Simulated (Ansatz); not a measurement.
Defect: N-vacancy pair (N on one host C site, one C site vacant) in 4H silicon carbide, charge state -1. All values below come from PBE, PAW (plane waves to 420 eV; Ansatz, a quantum-chemistry and plane-wave program).

Settings: 72 host sites, the relaxed PBE lattice, the Γ point alone, smearing 0.01 eV, spin-restricted, no image-charge correction. No zero-point or tunnelling terms. The charge state is imposed; whether it is stable for some Fermi level was not computed. Forms of the defect that were not tried may lie lower. The start lies 0.84 eV above the lowest site run (PBE).

Barriers: single points on a 2×2×2 k-point mesh shifted by half a step along c at the bands' geometries (they differ from the bands' own by up to 0.68 eV, and are uncertain by about as much).

The step: one C atom jumps into the vacancy from a nearby C site (N-vacancy distance between ideal sites 3.09 Å throughout). Atoms about the jump, Cartesian Å from the middle of the jump, before and after:

| atom | x0 | y0 | z0 | x1 | y1 | z1 |
|---|---|---|---|---|---|---|
| C1 | -0.72 | -1.24 | 0.00 | 0.72 | 1.24 | 0.00 |
| Si2 | 0.90 | -0.28 | 0.62 | 0.69 | -0.64 | 0.62 |
| Si3 | -0.62 | 2.37 | 0.68 | -0.82 | 2.18 | 0.59 |
| Si4 | -2.30 | -0.38 | 0.59 | -2.37 | -0.65 | 0.68 |
| C5 | -2.25 | 1.41 | -0.01 | -2.34 | 1.25 | -0.01 |
| Si6 | 0.79 | 1.37 | -1.94 | 0.74 | 1.32 | -1.93 |
| Si7 | -0.77 | -1.30 | -1.93 | -0.79 | -1.37 | -1.94 |
| Si8 | -2.32 | 1.38 | -1.92 | -2.35 | 1.32 | -1.92 |
| C9 | 0.76 | -0.44 | -2.60 | 0.76 | -0.44 | -2.60 |
| N10 | 0.72 | -0.49 | 2.58 | 0.78 | -0.38 | 2.58 |
| C11 | -0.84 | 2.25 | 2.56 | -0.80 | 2.24 | 2.50 |
| C12 | -2.34 | -0.43 | 2.50 | -2.37 | -0.40 | 2.56 |
| Si13 | -0.83 | 0.47 | 3.15 | -0.82 | 0.48 | 3.15 |

Problem. Predict the transition state.

Solution. 
| atom | x | y | z |
|---|---|---|---|
| C1 | -0.55 | 0.33 | 0.00 |
| Si2 | 0.87 | -0.49 | 0.73 |
| Si3 | -0.94 | 2.11 | 0.56 |
| Si4 | -2.28 | -0.23 | 0.56 |
| C5 | -2.62 | 1.52 | -0.04 |
| Si6 | 0.74 | 1.33 | -1.88 |
| Si7 | -0.78 | -1.30 | -1.88 |
| Si8 | -2.38 | 1.38 | -1.93 |
| C9 | 0.77 | -0.44 | -2.57 |
| N10 | 0.79 | -0.45 | 2.59 |
| C11 | -0.81 | 2.23 | 2.48 |
| C12 | -2.33 | -0.40 | 2.48 |
| Si13 | -0.81 | 0.47 | 3.13 |
It lies 3.35 eV above the start and 3.35 eV above the end. The saddle point's order was not checked, and it lies on a symmetry element of the cell, where a band can be held.
